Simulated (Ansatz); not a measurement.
## ZrRuP (space group Pnma, No. 62; a cell from a computed database, its experimental status unchecked)

```
ZrRuP
1.0
    6.39979     0.00000     0.00000
    0.00000     3.85156     0.00000
    0.00000     0.00000     7.28137
Zr P Ru
4 4 4
Direct
  0.52134   0.75000   0.31889
  0.47866   0.25000   0.68111
  0.97866   0.25000   0.81889
  0.02134   0.75000   0.18111
  0.72432   0.25000   0.12140
  0.27568   0.75000   0.87860
  0.77568   0.75000   0.62140
  0.22432   0.25000   0.37860
  0.34989   0.25000   0.06068
  0.65011   0.75000   0.93932
  0.15011   0.75000   0.56068
  0.84989   0.25000   0.43932
```

Method: DFT with PBEsol, PAW potentials and a 420 eV plane-wave cutoff in Ansatz (an electronic-structure program), without spin-orbit coupling. Settings: 6×10×5 k-points, 0.05 eV Fermi–Dirac smearing.

| Property | Value |
|---|---|
| Volume per atom | 14.96 Å³ |
| Density | 8.26 g/cm³ |
| Band gap | zero |
| Total energy | -3562.944 eV/atom (σ→0; compares only within this code and set-up) |

Stability against distortions was not tested. All final runs are without spin polarisation.
